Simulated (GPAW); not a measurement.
## Pressure against volume in rock-salt HfC (space group 225) (GPAW, PBE)

```yaml
crystal:
  lattice:
    - [0.00000, 2.27875, 2.27875]
    - [2.27875, 0.00000, 2.27875]
    - [2.27875, 2.27875, 0.00000]
  atoms:
    - { symbol: Hf, position: [0.00000, 0.00000, 0.00000] }
    - { symbol: C, position: [0.50000, 0.50000, 0.50000] }
```

Level of theory: PBE, GPAW PAW datasets PBE (gpaw-data 1.0.1) (plane waves; GPAW). Settings: mode = pw; ecut = 1040 eV; xc = PBE; kpts = 22 22 22; mesh shift (steps) = 0 0 0; occupations.name = fermi-dirac; occupations.width = 0.05 eV; nbands = -6; convergence.forces = 0.001 eV/Å; symmetry.symmorphic = false; symmetry.tolerance = 0.0005; maxiter = 150. The cell above is the first row's. The rows scale it uniformly. In all rows fractional positions and the k mesh are held.

```
V (Å^3/atom)  P (GPa)
------------  -------
11.833              ?
12.090          11.64
12.347           5.86
12.605           0.64
12.862          -4.06
13.119          -8.30
13.376         -12.12
13.633         -15.58
13.891         -18.69
```

Task: Using a cubic, estimate the missing P at V = 11.833 from the other rows, showing the fit.

Result: With u = V - 13.0, the rows have u = -0.9100, -0.6530, -0.3950, -0.1380, 0.1190, 0.3760, 0.6330, 0.8910. Least squares gives P = -6.395 - 16.4239·u + 3.3279·u² - 0.4360·u³. Residuals (row less fit): 0.005, -0.010, 0.001, 0.004, 0.003, 0.003, -0.012, 0.005; standard error 0.009 (degrees of freedom: 4). The fitted pressure is zero at V0 = 12.64, where dP/dV = -19.00, so B0 = -V0·dP/dV = 240 GPa. At the withheld row, u = -1.1670, so P = -6.395 - 16.4239 × (-1.1670) + 3.3279 × (-1.1670)² - 0.4360 × (-1.1670)³ = 17.997 GPa. The calculation gives 18.03 GPa, 0.033 GPa above the prediction (0.1 % of the range of P in the table). The row lies outside the fitted rows, so this is an extrapolation. From the scatter of the fitted rows alone, a prediction at this place has a standard error of 0.024 GPa, so the miss is 1.4 times that.

Carrying the step between the two nearest rows on in a straight line would have given 17.42, off by 0.61; series whose last step already gives the withheld value aren't shown. The scan was laid around a cell of about the measured size, scaled by a guess for this functional. The runs keep the symmetry of the cell, so they don't test it for distortions. Spin-orbit coupling is off. Cutoffs and mesh are single choices, not tested for convergence of this quantity. Series with a scatter that would blur these digits, or in which a gap closes, are not shown.
